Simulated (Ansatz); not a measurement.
What biaxial strain −0.50 %, plane normal [001], relaxed out of plane does to Sr

Consider Sr in the fcc (Cu type) structure (space group Fm-3m, No. 225; a = 5.923 Å). Axes: x, y, z lie along the cube axes.

The change: biaxial strain −0.50 %, plane normal [001], relaxed out of plane (Cartesian); in-plane vectors clamped, the third vector and the atoms free.

Method: Kohn–Sham DFT with the PBEsol functional, run in Ansatz (a program for electronic structure) with PAW and 420 eV plane waves, no SOC. Settings: 14×14×14 k-points, 0.05 eV Fermi–Dirac smearing.

The volume per atom shrinks by 0.178 Å³ to 51.76 Å³ and the space group becomes I4/mmm (No. 139) (base: Fm-3m (No. 225)). The shortest interatomic distance shrinks by 0.021 Å (4.188 Å → 4.167 Å) and the energy stays essentially unchanged. The band gap remains zero and the out-of-plane strain amounts to +0.66 % (rough). The mean in-plane stress (compression positive) comes out as +0.1 GPa (rough).

Cost of the whole job for the changed cell (relaxation, final SCF and bands): around 27 core-seconds (rough).

Without a gap, meshes like the base's 14×14×14 leave anisotropic stresses uncertain by several tenths of a GPa, and small strain energies with them. Stability against distortions was not tested.
